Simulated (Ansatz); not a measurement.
The parent structure is MoSi₂ (space group I4/mmm, No. 139; a = 3.202 Å, c = 7.819 Å). Axes: x, y, z lie along a, b, c of the conventional cell.

Method: r2SCAN, PAW, 500 eV (Ansatz, an electronic-structure program; without spin-orbit coupling), earlier PAW set.

For the base:

- Volume per atom = 13.36 Å³
- Band gap = zero

Modification: uniaxial stress, 8 GPa compression along x, with the cell and atoms free to relax against it.

Problem. Estimate the effect on the energy relative to the base.

Solution. The energy goes up by 6.7 meV/atom.

Problem. Predict the new volume per atom.

Solution. The volume per atom drops by 0.168 Å³ (13.36 Å³ → 13.20 Å³).

Problem. How does this affect the band gap?

Solution. The band gap is still zero.

A case with no gap was solved on a k-mesh chosen for an insulator, which is coarse for it. Without a gap, meshes like the base's 14×14×14 leave anisotropic stresses uncertain by several tenths of a GPa, and small strain energies with them. Load acts through the strain it causes; cell and atoms are relaxed under it. Stability under load was not tested beyond the relaxation. The final runs are not spin-polarised.
